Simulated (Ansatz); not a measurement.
The starting structures come from a database of crystals and need not be the phases stable at ambient conditions.

By PBEsol, the system below comes out a metal.

The ballistic (Sharvin) conductance counts the channels at the Fermi level: G/A = (e²/h) × channels of both spins per area.

Consider the following.

```xyz
12
Lattice="6.7357 0.0000 0.0000 0.0000 6.7357 0.0000 0.0000 0.0000 6.7357" Properties=species:S:1:pos:R:3 pbc="T T T"
Sb     4.2001     5.9034     5.9034
Sb     2.5356     0.8323     0.8323
Sb     5.9034     0.8323     2.5356
Sb     0.8323     5.9034     4.2001
Sb     0.8323     4.2001     0.8323
Sb     5.9034     2.5356     5.9034
Sb     2.5356     2.5356     4.2001
Sb     4.2001     4.2001     2.5356
Au     0.0000     3.3678     3.3678
Au     3.3678     3.3678     0.0000
Au     3.3678     0.0000     3.3678
Au     0.0000     0.0000     0.0000
```

Space group of this cell: Pa-3. The cell is taken as given; by PBEsol its mean pressure is -2.1 GPa.

The current flows along the normal of the first two printed cell vectors, the (001) plane of the conventional cell. No spin-orbit coupling; the value is a mean over 0.1 eV about the Fermi level.

Predict the ballistic conductance per area from Ansatz (a first-principles code) with PBEsol.

0.49 × 10¹⁵ S/m² for both spins.
